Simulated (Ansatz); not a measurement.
**Evanescent states of Si (Fd-3m, diamond, 2 atoms a cell, 20.2 Å³ an atom) along the normal of (001)**

All values below come from r2SCAN (plane waves, PAW; Ansatz, a first-principles code).

The gap is the functional's own. No spin-orbit coupling. Mid-gap values are those at the computed energy nearest the middle.

Energies count from the valence-band top; κ is the least over a 8×8 mesh across the current.

```csv
E (eV),κ (1/Å),where
0.03,0.037,Γ
0.09,0.063,Γ
0.15,0.081,Γ
0.21,…,Γ
0.27,…,Γ
0.33,…,Γ
0.39,…,Γ
0.45,…,off Γ
0.51,…,off Γ
0.57,…,off Γ
0.63,0.092,off Γ
0.69,0.076,off Γ
0.75,0.054,off Γ
```

Problem. Some entries are withheld; supply them.

Solution. 
- 0.21, κ (1/Å): 0.095
- 0.27, κ (1/Å): 0.106
- 0.33, κ (1/Å): 0.117
- 0.39, κ (1/Å): 0.126
- 0.45, κ (1/Å): 0.128
- 0.51, κ (1/Å): 0.117
- 0.57, κ (1/Å): 0.106
